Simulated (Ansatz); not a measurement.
CsPbCl3 under a change: isotropic strain −3.00 %

The parent structure is CsPbCl3 in the cubic perovskite structure (space group Pm-3m, No. 221; a = 5.521 Å).

Now apply this change: every lattice vector is shortened by 3.00 %; the atoms relax in the strained cell.

Calculations: Ansatz (a quantum-chemistry and plane-wave program) LDA, no spin-orbit coupling. Γ-centred 6×6×6 mesh, Fermi–Dirac width 0.05 eV.

| quantity | base | changed | shift |
|---|---|---|---|
| volume per atom | 33.65 Å³ | 30.72 Å³ | -2.939 Å³ |
| space group | Pm-3m (No. 221) | Pm-3m (No. 221) | – |
| energy relative to the base (free energy F) | 0 meV/atom | +28 meV/atom | +28 meV/atom |
| pressure | 0.00 GPa | 3.35 GPa | +3.35 GPa |
| band gap | 1.53 eV | 1.02 eV | -0.51 eV |
| gap character | direct at R | direct at R | – |
| mean gap deformation potential ΔEg/Δln V | – | +5.5 eV | – |
| width of the top valence band | 2.83 eV | 3.61 eV | +0.78 eV |
| electron mass (degenerate bands, along [100]) | 0.093, 0.75, 0.75 mₑ (at R) | 0.071, 0.66, 0.66 mₑ (at R) | – |
| hole mass | 0.14 mₑ (at R) | 0.095 mₑ (at R) | – |
| valley order (the lowest conduction-band minima on the path, energy above the VBM, named in the base's zone) | R along ⟨111⟩ 1.53 eV; Γ 2.75 eV | R along ⟨111⟩ 1.02 eV; Γ 2.19 eV | – |

Cost of the whole job for the changed cell (relaxation, final SCF and bands): about 17 core-seconds (a rough figure).

With Pb present, leaving out spin-orbit coupling can change the band edges. Effective masses come from finite differences of ±0.01 Å⁻¹. Stability against distortions was not tested. Many cubic perovskites are stable only at high temperature; tilts and polar distortions were not tested. This is not the structure that CsPbCl3 has at room temperature and ambient pressure.
